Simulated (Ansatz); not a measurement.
Candidates (primitive cells; geometry: cell and atoms relaxed with PBEsol):
A. BN (F-43m), a = b = c = 2.550 Å, α = β = γ = 60.00°
B. GaAs (F-43m), a = b = c = 4.001 Å, α = β = γ = 60.00°
C. InP (F-43m), a = b = c = 4.157 Å, α = β = γ = 60.00°

**Question.** Rank these by Seebeck coefficient, n-type 1e19 cm⁻³ (highest first), as PBEsol, rigid bands (Ansatz, a program for electronic structure) gives it.

**Answer.** B (-33 μV/K), C (-43 μV/K), A (-283 μV/K)

Seebeck coefficients are for the stated density at 300 K, with one relaxation time for all states and whether or not that doping can be reached. Spin-orbit coupling is left out.
